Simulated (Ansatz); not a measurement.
The parent structure is MoS$_{2}$ in the 3R-MoS2 type structure (space group R3m, No. 160; layered, stacked along the Cartesian z axis).

```
MoS2
1.0
    1.58770     0.91666     6.19535
   -1.58770     0.91666     6.19535
    0.00000    -1.83332     6.19535
Mo S
1 2
Direct
  0.00000   0.00000   0.00000
  0.75029   0.75029   0.75029
  0.58300   0.58300   0.58300
```

Cartesian axes are those of the cell as printed.

Computed with r2SCAN+rVV10 (Ansatz, a quantum-chemistry and plane-wave program; PAW; 500 eV plane waves; no SOC), earlier PAW set.

Strains are applied to the cell and any free atomic positions relax; under biaxial strain the out-of-plane vector relaxes too; under stress the whole cell relaxes.

One change was made to it. Results:

| quantity | base | after |
|---|---|---|
| band gap | 1.02 eV | 0.21 eV |
| volume per atom | 18.03 Å³ | 19.12 Å³ |
| energy relative to the base (free energy F) | 0 meV/atom | +54 meV/atom |

What was done to the base?
A) uniaxial strain ε_yy = +1.26 %
B) uniaxial stress, 5 GPa compression along z
C) biaxial strain +4.24 %, plane normal [001], relaxed out of plane
D) uniaxial strain ε_xx = −5.94 %

C, biaxial strain +4.24 %, plane normal [001], relaxed out of plane. For comparison, the band gap in the other runs: uniaxial strain ε_yy = +1.26 % gives 0.90 eV; uniaxial stress, 5 GPa compression along z gives 0.55 eV; uniaxial strain ε_xx = −5.94 % gives 1.08 eV.

Stability under load was not tested beyond the relaxation. A zero or small gap of MoS2 under biaxial strain +4.24 %, plane normal [001], relaxed out of plane can be the functional's error rather than a property of the material.
